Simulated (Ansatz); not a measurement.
Pt: response to strain

Start from Pt in the fcc (Cu type) structure (space group Fm-3m, No. 225; a = 3.895 Å; relaxed with 0.1 eV smearing).

Strains are applied to the cell and any free atomic positions relax.

Calculations: LDA (Ansatz, an electronic-structure program, PAW, without spin-orbit coupling).

Candidates:
(a) isotropic strain −1.00 %
(b) isotropic strain +3.00 %
(c) isotropic strain +1.00 %

Notes on the quantities. energy relative to the base: free energy F.

Question: Order them by energy relative to the base, lowest first.

Answer: (c) isotropic strain +1.00 % (+12 meV/atom), (a) isotropic strain −1.00 % (+13 meV/atom), (b) isotropic strain +3.00 % (+100 meV/atom)

No phonon test of stability was made. All final runs are without spin polarisation. Pt lies near a magnetic instability that expansion can trigger; it was not tested.
